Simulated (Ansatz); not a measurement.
**Evanescent states of AlN (P6_3mc, wurtzite, 4 atoms a cell, 10.6 Å³ an atom, -4 GPa at this level) along the normal of (111)**

Level of theory: r2SCAN (plane waves, PAW; Ansatz, a first-principles code).

No gap correction and no spin-orbit coupling; mid-gap values are interpolated between computed energies.

Energies count from the valence-band top; κ is the least over a 6×6 mesh across the current.

```
E (eV)  κ (1/Å)  where
------  -------  -----
0.11      0.144      Γ
0.33      0.189      Γ
0.55      0.219      Γ
0.77      0.242      Γ
0.99      0.259      Γ
1.21      0.273      Γ
1.43      0.283      Γ
1.65      0.291      Γ
1.87      0.296      Γ
2.09      0.299      Γ
2.31      0.299      Γ
2.53      0.298      Γ
2.75      0.294      Γ
2.97      0.287      Γ
3.19      0.278      Γ
3.41      0.265      Γ
3.63      0.249      Γ
3.85      0.229      Γ
4.07      0.203      Γ
4.29      0.167      Γ
4.51      0.115      Γ
```

Q: How thick must the barrier be to attenuate the transmission by 10^4 when the electrodes' Fermi level lies at 0.11 eV, and what attenuation does that film give at 0.77 eV?

A: d = 4 ln 10 / (2 × 0.144) = 32.0 Å. At 0.77 eV it gives 4 × 0.242/0.144 = 6.7 decades.
